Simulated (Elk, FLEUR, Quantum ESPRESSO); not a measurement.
# One structure in several programs: SmRh3C (Pm-3m, 5 atoms in the cell)

Self-consistent single point.

```
SmRh3C
1.0
    4.18469     0.00000     0.00000
    0.00000     4.18469     0.00000
    0.00000     0.00000     4.18469
Sm Rh C
1 3 1
Direct
  0.00000   0.00000   0.00000
  0.00000   0.50000   0.50000
  0.50000   0.00000   0.50000
  0.50000   0.50000   0.00000
  0.50000   0.50000   0.50000
```
Moments meant for the start (each program seeds them in its own way; μB, in the order of the atoms Sm Rh Rh Rh C): 5.0 0.0 0.0 0.0 0.0.

All programs got the same cell, k-point mesh and kind of occupations, and the same starting moments (in Quantum ESPRESSO's words: occupations = smearing; smearing = gauss; degauss = 0.0036749 Ry; nspin = 2; K_POINTS = automatic 6 6 6 0 0 0); potentials, basis and cutoffs are each program's usual ones.

```
code                                                                                                              model  size of the net moment (μB/atom)           cutoff
----------------  -----------------------------------------------------------------------------------------------------  --------------------------------  ---------------
Quantum ESPRESSO                                                 LDA (PZ), SSSP 1.1.2 efficiency (PBE) pseudopotentials                              1.04            60 Ry
FLEUR                                      LDA (Perdew-Zunger), all-electron FLAPW (FLEUR), scalar-relativistic valence                              1.04  Kmax 4.5 1/bohr
Elk               LDA (PW92), all-electron FP-LAPW, Elk's shipped species files, APW+lo basis with extra local orbitals                              1.05       rgkmax 7.5
```

The spread over the programs that give each value: size of the net moment within 0.01 μB/atom.

The starting cell comes from a database of computed structures (which also holds hypothetical and non-ambient phases and stackings), without a prior relaxation at this level. On Quantum ESPRESSO's run: Spin-orbit coupling is off. With one magnetic atom in the cell only a parallel order is possible. With U or open f shells several self-consistent states can exist. The f electrons are in the valence without U or exact exchange, which can misplace them near the Fermi level. Spin-orbit terms, which matter for f shells, are left out. In the base run, with a pressure of about -11 GPa the cell is away from its equilibrium volume at this level.

### Question
Why do the programs differ, and what cannot be compared?

### Answer
Differences of this kind can come from the potentials, where these differ, and from what each basis and cutoff leave unconverged. The valence holds different numbers of electrons (Quantum ESPRESSO 71, FLEUR 65). The zero of total energies and Fermi levels follows the potentials and each program's conventions, so they are not compared here. FLEUR and Elk treat all electrons, but the usual bases taken here (sphere radii, linearisation, local orbitals, empty states) were not tested for convergence, so the values are no reference for the others. The same LDA comes in different parametrisations, which differ slightly. Site moments depend on each program's spheres or projections; the total moment of the cell does not.

Left out of this page: Ansatz (with a known weakness of the program); GPAW (failed or unconverged).
